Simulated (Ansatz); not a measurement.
The reference is MgS in the rock salt structure (space group Fm-3m, No. 225; a = 5.1820 Å). Axes: x, y, z lie along the cube axes.

Computed with Ansatz (a first-principles code) PBEsol, no SOC.

Strains are applied to the cell and any free atomic positions relax.

One change was made to it. Results:

| quantity | base | after |
|---|---|---|
| pressure (mean of the normal stresses, compression positive) | 0.00 GPa | 0.01 GPa |
| band gap | 2.73 eV | 2.60 eV |
| energy relative to the base (free energy F) | 0 meV/atom | +1.5 meV/atom |

Question: Which of these changes matches the shifts?
A) tensor shear ε_xy = +1.14 %
B) tensor shear ε_xy = +0.57 %
C) tensor shear ε_xy = +1.71 %
D) tensor shear ε_xy = +0.29 %
E) tensor shear ε_xy = +1.43 %

Answer: A, tensor shear ε_xy = +1.14 %. For comparison, the band gap in the other runs: tensor shear ε_xy = +1.71 % gives 2.52 eV; tensor shear ε_xy = +0.57 % gives 2.67 eV; tensor shear ε_xy = +0.29 % gives 2.70 eV; tensor shear ε_xy = +1.43 % gives 2.56 eV.

Whether these cells are dynamically stable was not tested.
